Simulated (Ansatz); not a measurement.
The reference is CdSe in the wurtzite structure (space group P6_3mc, No. 186; a = 4.383 Å, c = 7.154 Å). Axes: x lies along a and z along c of the hexagonal cell.

The values are results of DFT with PBE, PAW potentials and a 420 eV plane-wave cutoff in Ansatz (a program for electronic structure), without spin-orbit coupling, not measurements.

Before the change:

| Property | Value |
|---|---|
| Pressure | 0.00 GPa |

It is then changed as follows: biaxial strain +3.00 %, plane normal [001], relaxed out of plane (Cartesian); in-plane vectors clamped, the third vector and the atoms free.

Question: What does the calculation give for the pressure and ratio −ε⊥/ε∥ after the change?

Answer: The pressure (mean of the normal stresses, compression positive) goes from zero to -1.42 GPa; the ratio −ε⊥/ε∥ comes out as 0.82.

No phonon test of stability was made.
